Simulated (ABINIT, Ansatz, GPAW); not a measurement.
## ZrGeSe (P4/nmm, 6 atoms in the cell) computed with different codes at matched settings

Self-consistent single point.

```
CELL_PARAMETERS angstrom
      3.63083     0.00000     0.00000
      0.00000     3.63083     0.00000
      0.00000     0.00000     8.16948
ATOMIC_POSITIONS crystal
  Zr 0.00000 0.50000 0.73901
  Zr 0.50000 0.00000 0.26099
  Ge 0.00000 0.00000 0.00000
  Ge 0.50000 0.50000 0.00000
  Se 0.50000 0.00000 0.62245
  Se 0.00000 0.50000 0.37755
```

Shared settings, as Ansatz (a program for electronic structure) writes them: kpoints.mp_grid.grid = 6 6 3; scf.occupations.method = gaussian; scf.occupations.width = 0.1 eV. Potentials and cutoffs stand in the table.

```csv
code,model,pressure (GPa),largest force (eV/Å),cutoff
ABINIT,"LDA (PW92)+U, PAW (JTH v2.0 LDA PAW)",7.30,0.361,571 eV
GPAW,"LDA (Perdew-Wang 92)+U, GPAW PAW datasets LDA (gpaw-data 1.0.1)",10.20,0.453,550 eV
Ansatz,"LDA (PW92)+U, PAW files made with PBE",8.44,0.321,default
```

Size of the force on each atom (eV/Å): Sizes of forces hide their directions.

| code | Zr1 | Zr2 | Ge3 | Ge4 | Se5 | Se6 |
|---|---|---|---|---|---|---|
| ABINIT | 0.299 | 0.299 | 0.000 | 0.000 | 0.361 | 0.361 |
| GPAW | 0.257 | 0.257 | 0.000 | 0.000 | 0.453 | 0.453 |
| Ansatz | 0.050 | 0.050 | 0.000 | 0.000 | 0.321 | 0.321 |

Hubbard term: [{species: Zr, l: d, u_eff: 6.0}] eV.

On Ansatz's run: spin polarisation is off. The U value is a test value, and with U on an open shell several self-consistent states can exist.

The spread over the programs that give each value: pressure within 2.90 GPa; largest force within 0.132 eV/Å.

Ansatz's pressure is given at a fixed set of plane waves, as the other plane-wave codes print theirs; with its correction for the finite basis it is 8.48 GPa. The same U acts on different projectors in each program, which moves gaps, moments and pressures.

The starting cell comes from a database of computed structures (which also holds hypothetical and non-ambient phases and stackings), without a prior relaxation at this level. Its lattice was rescaled by a random factor within 2.5 % of one.

Keys are those of Ansatz 0.2.
